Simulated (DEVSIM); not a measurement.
Device: Ti/Al2O3/n-Ge capacitor, at 300 K.

Layer 1 from the left is Al2O3, thickness (nm) 6.00. Layer 2 from the left is Ge, thickness (nm) 2200, Nd (cm⁻³) 7.1e16.

Metal gate on the left, work function 4.33 eV. Fixed charge at the semiconductor interface 4.7e10 cm⁻² (in units of +e); no interface traps.

Constants are typed, rounded textbook-type inputs, not results; the design itself was drawn at random and stands for no fabricated device. Values at 300 K.

Al2O3: gap (eV) 6.8, affinity (eV) 1.35, permittivity 9. Ge: gap (eV) 0.664, affinity (eV) 4, permittivity 16, Nc (cm⁻³) 1.04e19, Nv (cm⁻³) 6e18.

Q: Estimate by hand the flat-band voltage, the threshold voltage, and compare with a numerical solution.

A: 
- Flat-band voltage: C = 1.33 μF/cm², work-function difference 0.201 V; VFB = φms − qNf/C = 0.20 V; numerical 0.20 V.
- Threshold voltage: φF = 0.210 V, depletion charge √(4εqNφF) = 1.16e-7 C/cm²; VT = VFB − 2φF − Qd/C = -0.31 V; numerical -0.31 V.

DEVSIM, 1D Poisson equation in equilibrium, Boltzmann statistics, complete ionisation; no quantum confinement or tunnelling. Metal contacts follow the ideal Schottky-Mott rule: no Fermi-level pinning, no interface dipoles.
